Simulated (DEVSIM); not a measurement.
Device: Al/Si3N4/p-In0.53Ga0.47As capacitor, at 300 K.

Layer 1 from the left is Si3N4, thickness (nm) 2.20. Layer 2 from the left is In0.53Ga0.47As, thickness (nm) 3000, Na (cm⁻³) 3.6e16.

Metal gate on the left, work function 4.1 eV. Fixed charge at the semiconductor interface 2.4e11 cm⁻² (in units of +e); no interface traps.

The device is made up for the run: typed textbook-type constants, with dimensions and the other settings drawn at random. Values at 300 K.

Si3N4: gap (eV) 5.1, affinity (eV) 2.1, permittivity 7.5. In0.53Ga0.47As: gap (eV) 0.74, affinity (eV) 4.51, permittivity 13.9, Nc (cm⁻³) 2.1e17, Nv (cm⁻³) 7.7e18.

### Question
Estimate by hand the flat-band voltage, the threshold voltage, and compare with a numerical solution.

### Answer

- Flat-band voltage: C = 3.02 μF/cm², work-function difference -1.011 V; VFB = φms − qNf/C = -1.02 V; numerical -1.02 V.
- Threshold voltage: φF = 0.278 V, depletion charge √(4εqNφF) = 8.88e-8 C/cm²; VT = VFB + 2φF + Qd/C = -0.44 V; numerical -0.44 V.

DEVSIM, 1D Poisson equation in equilibrium, Boltzmann statistics, complete ionisation; no quantum confinement or tunnelling. Metal contacts follow the ideal Schottky-Mott rule: no Fermi-level pinning, no interface dipoles.
